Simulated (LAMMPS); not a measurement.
MD of Au (fcc) at zero pressure, 4000 atoms, as a liquid; each row is its own run.

All values are model results, not measurements: classical MD, pair style eam, the elements' _u3.eam files (universal-3 set of Foiles, Baskes and Daw); code LAMMPS.

```csv
T (K),D(Au) (cm²/s)
1200,2.12e-5
1340,2.97e-5
1670,4.99e-5
1870,6.35e-5
```

Q: Fit an Arrhenius law, ln y = a + b / x, to these rows (x is the first column, y the second) and predict the run at x = 1470.

A: Least squares gives a = -7.7166 and b = -3645. The slope times kB gives an activation energy of 0.31 eV. At x = 1470 the fit predicts 3.73e-5 cm²/s. The run itself gave (3.79 ± 0.02) × 10^-5 cm²/s, so the fit is 1.6 % low.

Errors of D are the spread over four groups of atoms in one short run; a floor of about 5 %, a picked value, is safer.
